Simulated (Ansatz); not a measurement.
Worked example: self-consistent single point of Cd3Au (Cmmm, 4 atoms in the cell) in Ansatz (an electronic-structure program).

Computed with PBEsol, default PAW files made with PBE (plane waves; Ansatz).

```
Cd3Au
1.0
    1.52530    -2.80927     0.00000
    1.52530     2.80927     0.00000
    0.00000     0.00000     9.89776
Cd Au
3 1
Cartesian
  1.52530   0.00000   7.51448
  1.52530   0.00000   2.38328
  0.00000   0.00000   4.94888
  0.00000   0.00000   0.00000
```

Reference input (self-consistent single point, DFT, PBEsol, plane waves, default PAW files made with PBE): kpoints.mp_grid.grid = 14 14 4; hamiltonian.xc = pbesol; hamiltonian.pseudopotentials = {kind: paw} (the program's default PAW files); scf.occupations.method = gaussian; scf.occupations.width = 0.2 eV. This run's input differs from it in these lines:

```diff
@@ -20,3 +20,3 @@
     method: gaussian
-    width: 0.2 eV
+    width: 0.15 eV
 output:
```

Output, abridged:

```
SCF iter   1: F=—  HF=-37559.264235 eV  |F-HF|=—  |Δ(HF+E_count)|=         —  Δρ=5.53e-3  dr2=2.28e-2  ethr=1.77e-3  ⟨swp⟩=6.6  Hψ=28370  notcnv=0  defer=34
all-band conjugate gradients solve this SCF's bands
preconditioner: auto → Kerker (q_TF=auto, 2.696 Å⁻¹)
SCF iter   2: F=—  HF=-37559.258991 eV  |F-HF|=—  |Δ(HF+E_count)|=   5.24e-3  Δρ=1.81e-3  dr2=3.24e-3  ethr=2.88e-5  ⟨swp⟩=2.1  Hψ=12967  notcnv=0  defer=33
   [... lines left out ...]
SCF iter   5: F=—  HF=-37559.257959 eV  |F-HF|=—  |Δ(HF+E_count)|=   1.72e-6  Δρ=4.29e-5  dr2=6.86e-6  ethr=5.24e-8  ⟨swp⟩=1.2  Hψ=8311  notcnv=0  defer=33
SCF iter   6: F=—  HF=-37559.257958 eV  |F-HF|=—  |Δ(HF+E_count)|=   7.23e-7  Δρ=1.65e-5  dr2=5.70e-7  ethr=8.68e-9  ⟨swp⟩=1.2  Hψ=7815  notcnv=0  defer=33
SCF iter   7: F=—  HF=-37559.257958 eV  |F-HF|=—  |Δ(HF+E_count)|=   7.03e-8  Δρ=6.94e-6  dr2=1.12e-7  ethr=1.27e-10  ⟨swp⟩=8.5  Hψ=33178  notcnv=0
SCF iter   8: F=-37559.257958 eV  HF=-37559.257958 eV  |F-HF|=4.25e-9  |Δ(HF+E_count)|=   1.41e-8  Δρ=2.20e-6  dr2=6.61e-9  ethr=1.27e-10  ⟨swp⟩=3.8  Hψ=22881  notcnv=0
SCF 1 converged in 8 iterations: F = -37559.257958 eV  dr2 = 6.61e-9
Free energy (F): -37559.257958 eV
Internal energy: -37559.245676 eV  (E = F + TS)
E sigma→0 (E₀):  -37559.251817 eV
Entropy (-TS):   -0.012282 eV (-3.070 meV/atom)
Fermi energy:    14.897904 eV
--- Forces (eV/Å), atoms counted from 1 ---
  atom   1  Cd     0.00000000     0.00000000     0.10984825
  atom   2  Cd     0.00000000     0.00000000    -0.10984825
  atom   3  Cd     0.00000000     0.00000000     0.00000000
  atom   4  Au     0.00000000     0.00000000     0.00000000
--- Stress (GPa, compression-positive) ---
       -3.845852       0.000000       0.000000
        0.000000      -3.792933       0.000000
        0.000000       0.000000      -4.244850
  P = ⅓ Tr σ = -3.9612 GPa (-39.612 kbar)
  The stress holds the Pulay correction. Without it, at fixed plane waves, as pw.x and ABINIT print it: P = -4.0008 GPa
```

The run converged in 8 iterations. Against the reference run the free energy rises by 1.2 meV/atom, the pressure moves little (-3.93 to -3.96 GPa) and the largest force moves little (0.113 to 0.110 eV/Å).

The starting cell comes from a database of computed structures (which also holds hypothetical and non-ambient phases and stackings), without a prior relaxation at this level. Its lattice was rescaled by a random factor within 2.5 % of one. With a pressure of about -4 GPa the cell is away from its equilibrium volume at this level. Ansatz's pressure includes its estimate of the finite-basis (Pulay) stress.

Keys are those of Ansatz 0.2.
